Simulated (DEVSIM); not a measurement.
Device: abrupt Si p-n junction, at 300 K.

Layer 1 from the left is Si, thickness (μm) 15.0, Na (cm⁻³) 8.7e17, τn (s) 3.6e-5, τp (s) 3.6e-5. Layer 2 from the left is Si, thickness (μm) 5.00, Nd (cm⁻³) 6.9e14, τn (s) 3.6e-5, τp (s) 3.6e-5.

Left contact: ohmic. Right contact: ohmic. Voltage is applied to the left contact. Recombination: SRH at mid-gap. Gap narrowing is on: ΔEg = 6.92 meV × (l + √(l² + 0.5)), l = ln(N/1.3e17 cm⁻³), shared equally by both band edges. Mobility is constant in doping.

The device is made up for the run: typed textbook-type constants, with dimensions and the other settings drawn at random. Values at 300 K.

Si: gap (eV) 1.124, affinity (eV) 4.05, permittivity 11.7, Nc (cm⁻³) 2.86e19, Nv (cm⁻³) 3.1e19, μn (cm²/Vs) 1417, μp (cm²/Vs) 470.

Model (solved in DEVSIM): 1D drift-diffusion, Boltzmann statistics, complete ionisation; no tunnelling, impact ionisation, image-force lowering or self-heating.

What does the simulation give for the largest field in the device at zero bias, the dark forward voltage at 100 A/cm²?

largest field in the device at zero bias 44000 V/cm; dark forward voltage at 100 A/cm² 0.730 V.
